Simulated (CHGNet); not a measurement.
## CsCl-type RuAl

Calculation: the machine-learned potential CHGNet 0.3.0 (trained on PBE and PBE+U data).

Cell (relaxed at this level):

```xyz
2
Lattice="2.9987 0.0000 0.0000 0.0000 2.9987 0.0000 0.0000 0.0000 2.9987" Properties=species:S:1:pos:R:3 pbc="T T T"
Al     1.4994     1.4994     1.4994
Ru     0.0000     0.0000     0.0000
```

```yaml
lattice_parameter_a: 2.999 Å
volume_per_atom: 13.48 Å³/atom
```

Measured, for comparison: lattice constant a 2.992 Å (temperature not stated, copied from a table, unchecked, no zero-point or thermal correction; as tabulated in Acta Metallurgica 41, 863 (1993)). Computed (rounded) less measured: lattice constant a not scored (unchecked).

A machine-learned potential is trained on density-functional data: it inherits that level's misses and adds fitting errors of its own.
